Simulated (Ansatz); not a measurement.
# PbSe: energy against volume

PbSe (rock salt, Fm-3m, 27.555 Å³/atom and stress up to 0.01 GPa in the relaxed cell, cube axes along x, y and z) under an equal strain ε along all three axes. LDA in Ansatz, a plane-wave DFT program (PAW, default set), 420 eV, 10×10×10 Γ-centred mesh, Fermi-Dirac smearing 0.05 eV; ions are relaxed, or left where forces stay under 0.02 eV/Å, within the symmetry of each cell.

Here V stands for volume and E for E less E0.

```
volume (Å³/atom)  E less E0 (meV/atom)  pressure (GPa)
----------------  --------------------  --------------
25.1487                              ?               ?
25.9345                          19.10            4.00
26.3335                          10.56            2.89
26.7366                           4.62            1.86
27.1437                           1.15            0.90
27.5550                           0.00            0.00
27.9704                           1.08           -0.84
28.3899                           4.29           -1.62
28.8137                           9.52           -2.35
29.2416                          16.69           -3.02
```

Fit E of the 9 rows that show it with the third-order Birch-Murnaghan form, a cubic in V^(-2/3). With u = V^(-2/3) - 0.1097, the rows have u = 0.0044339, 0.0032781, 0.0021397, 0.0010186, -0.0000859, -0.0011739, -0.0022456, -0.0033019, -0.0043424. Least squares gives E = 0.003 + 169.3·u + 928248·u² + 1051617·u³. Residuals (row less fit): 0.006, -0.010, -0.005, 0.010, 0.005, -0.002, -0.002, -0.006, 0.005; standard error 0.008 (degrees of freedom: 5). Its minimum lies at u = -0.0000912, so V0 = (0.1096088)^(-3/2) = 27.56. There d²E/du² = 1856000 and d³E/du³ = 6310000, so B0 = (4/9) × 27.56^(-7/3) × 1856000 × 0.160218 = 57.6 GPa (the last factor turns the table's units into GPa), and B0' = 4 + (2/3) × 0.1096088 × (6310000)/1856000 = 4.2. B0' rests on the cubic coefficient alone and has a standard error of 0.1 from these residuals.

Q: What does the fit predict for E at V = 25.1487, and how far is the calculated value from it?

A: u = 0.0067992, so E = 0.003 + 169.3 × 0.0067992 + 928248 × 0.0067992² + 1051617 × 0.0067992³ = 44.397 meV/atom. The calculation gives 44.57 meV/atom, 0.173 meV/atom above the prediction (0.4 % of the range of E in the table). The row lies outside the fitted rows, so this is an extrapolation. From the scatter of the fitted rows alone, a prediction at this place has a standard error of 0.041 meV/atom, so the miss is 4.2 times that.

This level leaves no gap over 0.05 eV at strain -0.50, 0.00 %. Spin-orbit coupling is left out, which can shift these values for the heavy elements here. Other structures, which can take over under pressure, weren't tried. The same form fitted to the pressure column gives B0' = 4.3; series where the two differ by over 0.4 aren't shown. Rows are the converged runs of the series near zero and its far end, less any whose ions stayed unrelaxed beside relaxed ones; series whose fitted rows scatter by over a few per cent of the range, as at a crossing or softening among them, aren't shown in this form.
